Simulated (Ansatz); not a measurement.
## FeS$_{2}$ (space group Pa-3, No. 205; non-magnetic)

Space group Pa-3 (No. 205); a = b = c = 5.4035 Å, α = β = γ = 90.00°

```json
[
 {"atom": "Fe", "site": "4a", "symmetry": ".-3.", "x": "0.0000", "y": "0.0000", "z": "0.0000"},
 {"atom": "S", "site": "8c", "symmetry": ".3.", "x": "0.3826", "y": "0.3826", "z": "0.3826"}
]
```

Method: DFT with PBE, PAW potentials and a 420 eV plane-wave cutoff in Ansatz (a quantum-chemistry and plane-wave program), scalar-relativistic without spin-orbit coupling, earlier PAW set. Γ-centred 5×5×5 mesh, Fermi–Dirac width 0.05 eV.

```yaml
volume_per_atom: 13.15 Å³
density: 5.05 g/cm³
band_gap: 0.39 eV, indirect, a point along ⟨100⟩, about 0.5 Å⁻¹ from Γ → Γ
electron_mass: 0.37 mₑ
total_energy: -2095.392 eV/atom (σ→0; compares only within this code and set-up)
```

Masses are band curvatures over ±0.01 Å⁻¹ around the edge. Whether these cells are dynamically stable was not tested. Starting moments died away, wholly or in part, for the base; another magnetic solution may exist. The final runs are not spin-polarised.
